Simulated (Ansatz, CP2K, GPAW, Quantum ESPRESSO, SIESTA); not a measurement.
# ZnCu2SnS4 (I-4, 8 atoms in the cell) computed with different codes at matched settings

Self-consistent single point.

```xyz
8
Lattice="-2.6386 2.6386 5.2781 2.6386 -2.6386 5.2781 2.6386 2.6386 -5.2781" Properties=species:S:1:pos:R:3 pbc="T T T"
Zn     0.0000     2.6386     2.6390
Cu     0.0000     0.0000     0.0000
Cu     2.6386     0.0000     2.6390
Sn     0.0000     0.0000     5.2781
S      1.2784     1.2419     1.3616
S      1.2419     3.9988    -1.3616
S      1.3602     1.3967     6.6397
S      1.3967    -1.3602     3.9165
```

Shared settings, as Ansatz (an electronic-structure program) writes them: kpoints.mp_grid.grid = 5 5 5; scf.occupations.method = fermi_dirac; scf.occupations.width = 0.05 eV. Potentials and cutoffs stand in the table.

| code | model | pressure (GPa) | largest force (eV/Å) | gap on the mesh (eV) | cutoff |
|---|---|---|---|---|---|
| Quantum ESPRESSO | PBEsol, PSlibrary PAW (PBE) pseudopotentials | 4.99 | 0.490 | 0.412 | 55 Ry |
| CP2K | PBEsol, GPW, DZVP-MOLOPT-SR-GTH basis, GTH-PBE potentials (GTH_POTENTIALS) | 7.34 | 0.679 | 0.437 | grid 600 Ry |
| SIESTA | GGA PBEsol, numerical atomic orbitals DZP, PseudoDojo PBEsol standard norm-conserving potentials (rewritten from UPF to PSML) | 5.17 | 0.676 | 0.697 | grid 400 Ry |
| GPAW | PBEsol, GPAW PAW datasets PBEsol (made by gpaw-setup) | 5.67 | 0.353 | 0.412 | 800 eV |
| Ansatz | PBEsol, PAW files made with PBE | 5.33 | 0.450 | 0.404 | default |

Gaps are read on the mesh.

The spread over the programs that give each value: pressure within 2.35 GPa; largest force within 0.326 eV/Å; gap on the mesh within 0.293 eV.

CP2K and SIESTA use small atom-centred bases, whose incompleteness enters pressures, forces and empty levels differently from a plane-wave cutoff. Ansatz's pressure is given at a fixed set of plane waves, as the other plane-wave codes print theirs; with its correction for the finite basis it is 5.39 GPa. In the pressure, CP2K (by 2.01) lies more than 1 GPa from the median of the plane-wave programs. In the gap, SIESTA (by 0.285) lies more than 0.12 eV from the median of the plane-wave programs. In the force vectors, CP2K (by 0.234), SIESTA (by 0.230) and GPAW (by 0.118) lie more than 0.08 eV/Å from the median of the plane-wave programs.

The starting cell comes from a database of computed structures (which also holds hypothetical and non-ambient phases and stackings), without a prior relaxation at this level. Its lattice was rescaled by a random factor within 2.5 % of one.

Keys are those of Ansatz 0.2.
